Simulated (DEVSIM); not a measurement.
System: abrupt GaAs n-p junction, at 350 K.

| layer (left to right) | material | thickness (μm) | Nd (cm⁻³) | Na (cm⁻³) | τn (s) | τp (s) |
|---|---|---|---|---|---|---|
| 1 | GaAs | 16.0 | 4.9e15 | - | 4.4e-8 | 4.4e-8 |
| 2 | GaAs | 23.0 | - | 5.3e14 | 4.4e-8 | 4.4e-8 |

Left contact: ohmic. Right contact: ohmic. Voltage is applied to the left contact. Recombination: SRH at mid-gap, Auger. Mobility is constant in doping.

The device is made up for the run: typed textbook-type constants, with dimensions and the other settings drawn at random. Values at 300 K; Nc and Nv go as T^1.5, mobilities as T to minus their exponent, the gap by Varshni's rule with the affinity fixed.

| parameter | GaAs |
|---|---|
| gap (eV) | 1.424 |
| affinity (eV) | 4.07 |
| permittivity | 12.9 |
| Nc (cm⁻³) | 4.7e17 |
| Nv (cm⁻³) | 9e18 |
| μn (cm²/Vs) | 8500 |
| μp (cm²/Vs) | 400 |
| T exponent of μn | 2.1 |
| T exponent of μp | 2.2 |
| Cn (cm⁶/s) | 1e-30 |
| Cp (cm⁶/s) | 1e-30 |
| Varshni α (eV/K) | 0.000541 |
| Varshni β (K) | 204 |

Simulated with DEVSIM: 1D drift-diffusion, Boltzmann statistics, complete ionisation; no tunnelling, impact ionisation, image-force lowering or self-heating.

The doping Na of layer 2 was swept, all else fixed.

| doping Na of layer 2 (cm^-3) | dark forward voltage at 1 A/cm² (V) | largest field in the device at zero bias (V/cm) | potential step across the device at zero bias (V) |
|---|---|---|---|
| 1.6e13 | 0.822 | 4200 | 0.850 |
| 5.3e13 | 0.812 | 4900 | 0.886 |
| 1.6e14 | 0.818 | 6600 | 0.920 |
| 5.3e14 | 0.837 | 11000 | 0.956 |
| 1.6e15 | 0.862 | 18000 | 0.989 |
| 5.3e15 | 0.892 | 26000 | 1.025 |
| 1.6e16 | (withheld) | (withheld) | 1.058 |

Problem. What belongs in the gaps?

Solution. 
- 1.6e16, dark forward voltage at 1 A/cm² (V): 0.917
- 1.6e16, largest field in the device at zero bias (V/cm): 32000
